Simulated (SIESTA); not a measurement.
**SIESTA run on CaCd2As2 (P-3m1, 5 atoms in the cell): self-consistent single point**

Method of the run: LDA PW92, numerical atomic orbitals DZP, PseudoDojo LDA standard norm-conserving potentials (rewritten from UPF to PSML) (SIESTA).

This input was run:

```
# files in the folder: Ca.psml Cd.psml As.psml (PseudoDojo LDA standard)
SystemName  Ca(CdAs)2
SystemLabel ca(cdas)2

NumberOfAtoms                5
NumberOfSpecies              3
%block ChemicalSpeciesLabel
  1 20 Ca
  2 48 Cd
  3 33 As
%endblock ChemicalSpeciesLabel
LatticeConstant              1.0 Ang
%block LatticeVectors
     4.413880000    0.000000000    0.000000000
    -2.206940000    3.822532000    0.000000000
     0.000000000    0.000000000    7.206060000
%endblock LatticeVectors
AtomicCoordinatesFormat      Fractional
%block AtomicCoordinatesAndAtomicSpecies
     0.000000000    0.000000000    0.000000000  1
     0.333333000    0.666667000    0.633250000  2
     0.666667000    0.333333000    0.366750000  2
     0.333333000    0.666667000    0.237660000  3
     0.666667000    0.333333000    0.762340000  3
%endblock AtomicCoordinatesAndAtomicSpecies

XC.functional                LDA
XC.authors                   PW92
PAO.BasisSize                DZP
PAO.EnergyShift              0.01 Ry
MeshCutoff                   300 Ry
%block kgrid.MonkhorstPack
    7   0   0  0.0
    0   7   0  0.0
    0   0   4  0.0
%endblock kgrid.MonkhorstPack
OccupationFunction           FD
ElectronicTemperature        50.0 meV

MaxSCFIterations             150
SCF.Mixer.Method             Pulay
SCF.Mixer.Weight             0.25
SCF.Mixer.History            8
SCF.DM.Tolerance             1.0E-04
Diag.ParallelOverK           true
WriteForces                  true
Charge.Mulliken              end
```

Output, abridged:

```
reinit: Reading from file input.fdf

reinit: System Name: Ca(CdAs)2
reinit: System Label: ca(cdas)2

coor:   Atomic-coordinates input format  =     Fractional

siesta: Atomic coordinates (Bohr) and species
siesta:      0.00000   0.00000   0.00000  1        1
siesta:     -0.00000   4.81569   8.62327  2        2
siesta:      4.17052   2.40784   4.99421  2        3
siesta:     -0.00000   4.81569   3.23633  3        4
siesta:      4.17052   2.40784  10.38115  3        5

siesta: System type = bulk

initatomlists: Number of atoms, orbitals, and projectors:      5    83    90

siesta: ******************** Simulation parameters ****************************
redata: Spin configuration                          = none
redata: Time-Reversal Symmetry                      = T
redata: Number of Atomic Species                    =        3
redata: Mesh Cutoff                                 =   300.0000 Ry
redata: Net charge of the system                    =     0.0000 |e|
redata: Min. number of SCF Iter                     =        0
redata: Max. number of SCF Iter                     =      150
redata: SCF convergence failure will abort job
redata: SCF mix quantity                            = Hamiltonian
redata: Mix DM or H after convergence               =   F
redata: Recompute H after scf cycle                 =   F
redata: Mix DM in first SCF step                    =   T
redata: No kicks to SCF
redata: DM Mixing Weight for Kicks                  =     0.5000
redata: Require Harris convergence for SCF          =   F
redata: Harris energy tolerance for SCF             =     0.000100 eV
redata: Require DM convergence for SCF              =   T
redata: DM tolerance for SCF                        =     0.000100
redata: Require EDM convergence for SCF             =   F
redata: EDM tolerance for SCF                       =     0.001000 eV
redata: Require H convergence for SCF               =   T
   [... lines left out ...]
diag: Parallel distribution                         =     1 x     1
diag: Used triangular part                          = Lower
diag: Absolute tolerance                            =  0.100E-15
diag: Orthogonalization factor                      =  0.100E-05
diag: Memory factor                                 =  1.0000

superc: Internal auxiliary supercell:     5 x     5 x     3  =      75
superc: Number of atoms, orbitals, and projectors:    375   6225   6750

                        Single-point calculation

superc: Internal auxiliary supercell:     5 x     5 x     3  =      75
superc: Number of atoms, orbitals, and projectors:    375   6225   6750

outcell: Unit cell vectors (Ang):
        4.413880    0.000000    0.000000
       -2.206940    3.822532    0.000000
        0.000000    0.000000    7.206060

outcell: Cell vector modules (Ang)   :    4.413880    4.413880    7.206060
outcell: Cell angles (23,13,12) (deg):     90.0000     90.0000    120.0000
outcell: Cell volume (Ang**3)        :    121.5821
new_DM -- step:     1
Initializing Density Matrix...

Attempting to read DM from file... Failed...
DM filled with atomic data:

InitMesh: MESH = 40 x 40 x 80 = 128000
InitMesh: Mesh cutoff (required, used) =   300.000   302.635 Ry

stepf: Fermi-Dirac step function
        iscf     Eharris(eV)        E_KS(eV)     FreeEng(eV)     dDmax    Ef(eV) dHmax(eV)
   scf:    1   -16321.312452   -16345.705360   -16345.705767  1.487200 -3.361586 15.826919
   scf:    2   -16358.732686   -16354.364947   -16354.365530  0.259536 -3.382281  3.655886
   scf:    3   -16355.381633   -16354.957353   -16354.958037  0.099006 -3.393363  1.461926
   scf:    4   -16355.066444   -16355.030068   -16355.030845  0.046515 -3.422142  0.488580
   scf:    5   -16355.036543   -16355.034013   -16355.034850  0.021603 -3.461579  0.058007
   scf:    6   -16355.033466   -16355.033964   -16355.034823  0.005314 -3.457767  0.084430
   scf:    7   -16355.033319   -16355.033661   -16355.034520  0.001209 -3.456849  0.126040
   scf:    8   -16355.034346   -16355.034203   -16355.035061  0.003982 -3.460151  0.010640
   scf:    9   -16355.034205   -16355.034204   -16355.035062  0.000074 -3.460096  0.008651
   scf:   10   -16355.034207   -16355.034206   -16355.035064  0.000276 -3.459854  0.000187
   scf:   11   -16355.034206   -16355.034206   -16355.035064  0.000004 -3.459856  0.000143
SCF Convergence by DM+H criterion
max |DM_out - DM_in|         :     0.0000035355
max |H_out - H_in|      (eV) :     0.0001429879
SCF cycle converged after 11 iterations

Using DM_out to compute the final energy and forces

siesta: E_KS(eV) =           -16355.0342

siesta: E_KS - E_eggbox =    -16355.0342

siesta: Atomic forces (eV/Ang):
     1    0.000000   -0.000000    0.000000
     2    0.000021   -0.000012   -0.232502
     3   -0.000021    0.000012    0.232502
     4    0.000023   -0.000014    0.280879
     5   -0.000023    0.000014   -0.280879
   Tot   -0.000000    0.000000    0.000000
   Max    0.280879
   Res    0.133142    sqrt( Sum f_i^2 / 3N )
   Max    0.280879    constrained

Stress tensor Voigt[x,y,z,yz,xz,xy] (kbar):       35.26       35.26       24.14       -0.00        0.00       -0.00
(Free)E + p*V (eV/cell)   -16357.4294
Target enthalpy (eV/cell)   -16355.0351

siesta: Program's energy decomposition (eV):
siesta: Ebs     =     -2619.525004
siesta: Eions   =     21369.594644
siesta: Ena     =      2329.908301
siesta: Ekin    =      7849.039485
siesta: Enl     =     -2483.227794
siesta: Eso     =         0.000000
siesta: Edftu   =         0.000000
siesta: DEna    =        97.179770
siesta: DUscf   =         2.649016
siesta: DUext   =         0.000000
siesta: Ex      =     -2568.575589
siesta: Ec      =      -212.412752
siesta: Exc     =     -2780.988341
siesta: Eharris =    -16355.034206
siesta: Etot    =    -16355.034206
siesta: FreeEng =    -16355.035064

siesta: Atomic forces (eV/Ang):
siesta:      1    0.000000   -0.000000    0.000000
siesta:      2    0.000021   -0.000012   -0.232502
siesta:      3   -0.000021    0.000012    0.232502
siesta:      4    0.000023   -0.000014    0.280879
siesta:      5   -0.000023    0.000014   -0.280879
siesta: ----------------------------------------
siesta:    Tot   -0.000000    0.000000    0.000000

siesta: Stress tensor (static) (eV/Ang**3):
siesta:     0.022007   -0.000000    0.000000
siesta:    -0.000000    0.022007   -0.000000
siesta:     0.000000   -0.000000    0.015067

siesta: Cell volume =        121.582068 Ang**3

siesta: Pressure (static):
   [... lines left out ...]
siesta:         -31.55229101        -24.92564733  kBar
   [... lines left out ...]
               5px     4dxy    4dyz    4dz2    4dxz    4dx2-y2 4dxy    4dyz
               4dz2    4dxz    4dx2-y2
   2 19.649   1.978   0.788   0.009   2.004   2.006   2.004   0.376   0.331
              0.376   1.874   1.893   1.864   1.893   1.874   0.081   0.065

              0.090   0.065   0.081
   3 19.649   1.978   0.788   0.009   2.004   2.006   2.004   0.376   0.331
              0.376   1.874   1.893   1.864   1.893   1.874   0.081   0.065

              0.090   0.065   0.081

Species: As
Atom  Qatom  Qorb
               4s      4s      4py     4pz     4px     4py     4pz     4px
               3dxy    3dyz    3dz2    3dxz    3dx2-y2 4dxy    4dyz    4dz2
               4dxz    4dx2-y2
   4 15.618   1.485   0.130   1.213   1.277   1.213   0.006  -0.036   0.006
              2.003   2.004   2.003   2.004   2.003   0.069   0.053   0.063

              0.053   0.069
   5 15.618   1.485   0.130   1.213   1.277   1.213   0.006  -0.036   0.006
              2.003   2.004   2.003   2.004   2.003   0.069   0.053   0.063

              0.053   0.069

mulliken: Qtot =       80.000

Mulliken Atomic Populations:
Atom #   charge [q] valence [e]  Species
     1     0.533842    9.466158  Ca
     2     0.350925   19.649075  Cd
     3     0.350925   19.649075  Cd
     4    -0.617846   15.617846  As
     5    -0.617846   15.617846  As
 Total     0.000000
```

The run converged in 11 iterations.

The starting cell comes from a database of computed structures (which also holds hypothetical and non-ambient phases and stackings), without a prior relaxation at this level. Values carry the incompleteness of an atom-centred basis. With a pressure of about -3 GPa the cell is away from its equilibrium volume at this level.
